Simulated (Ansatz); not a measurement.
The starting structures come from a database of crystals and need not be the phases stable at ambient conditions.

 Where the default PAW files enter, the runs use the earlier of Ansatz's two default sets.

Tunnelling through a barrier is set by its complex band structure: the current falls as exp(−2κd) with the smallest κ.

Input:

```xyz
12
Lattice="4.4167 0.0000 0.0000 0.0000 5.3682 0.0000 0.0000 0.0000 8.5017" Properties=species:S:1:pos:R:3 pbc="T T T"
Ge     1.1129     4.0262     7.5308
Ge     3.3038     1.3421     0.9709
Ge     3.3212     1.3421     5.2218
Ge     1.0955     4.0262     3.2800
F      4.3294     4.0262     6.1314
F      0.0873     1.3421     2.3703
F      2.1210     1.3421     6.6212
F      2.2957     4.0262     1.8805
F      0.0000     2.6841     0.0000
F      2.2084     2.6841     4.2509
F      2.2084     0.0000     4.2509
F      0.0000     0.0000     0.0000
```

Space group of this cell: Pnma. The cell was relaxed by PBE-D3(BJ); by r2SCAN its mean pressure is -3.0 GPa.

Transport runs along the normal of the first two printed cell vectors.

The gap is the functional's own. No spin-orbit coupling. Mid-gap values are interpolated on the energy grid.

Problem. Estimate the band gap and the smallest decay constant κ at mid-gap that r2SCAN (Ansatz, a program for electronic structure) returns for this system.

Solution. Gap 4.57 eV on a 8×6×4 mesh; κ = 0.586 1/Å, at (0.250, 0.000) of the in-plane reciprocal vectors. At the zone centre, at the nearest computed energy, the slowest state has κ = 0.61 1/Å.
